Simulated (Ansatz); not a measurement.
## Competing hops of interstitial Na in bixbyite In2O3, charge state +1

Defect: interstitial Na in bixbyite In2O3, charge state +1. These are PBE, PAW (plane waves to 420 eV; Ansatz, a first-principles code) values and carry that method's errors.

Cell of 80 host sites held at the relaxed PBE lattice; one k-point at (0.250, 0.250, 0.250); Fermi-Dirac width 0.01 eV, spin-restricted; finite-size errors left in. Energies are static. The charge state is imposed; whether it is stable for some Fermi level was not computed. Sites that were not tried may lie lower.

Barriers: single points on a 2×2×2 k-point mesh shifted by half a step at the bands' geometries.

| Route | Start site over the lowest site run (eV) | Hop (Å) | Forward barrier (eV) | Backward barrier (eV) | Neighbours at the start | Neighbours at the saddle | Saddle order | Forward, on the band's own sampling (eV) |
|---|---|---|---|---|---|---|---|---|
| one Na atom jumps by itself | 0.00 | 2.15 | 0.59 | 0.57 | 3 In at 2.62, In at 2.63; 3 O at 2.30, 3 O at 2.35 Å | 3 In at 2.57; 3 O at 2.17 Å | not checked, on a symmetry element | 0.59 |
| one Na atom jumps by itself | 0.00 | 2.18 | 1.02 | 0.47 | 3 In at 2.62, In at 2.63; 3 O at 2.30, 3 O at 2.35 Å | In at 2.59, In at 2.62; O at 2.03, O at 2.05, O at 2.08 Å | not checked | 1.02 |

Paths come from nudged elastic bands with a climbing image. Of the routes that converged and passed our checks, the lowest saddle point lies 0.59 eV above the lowest of the sites run (one Na atom jumps by itself); other sites, such as split forms, and other routes may lie lower. A band can be held on a symmetry element, so unchecked saddle points there may be too high.
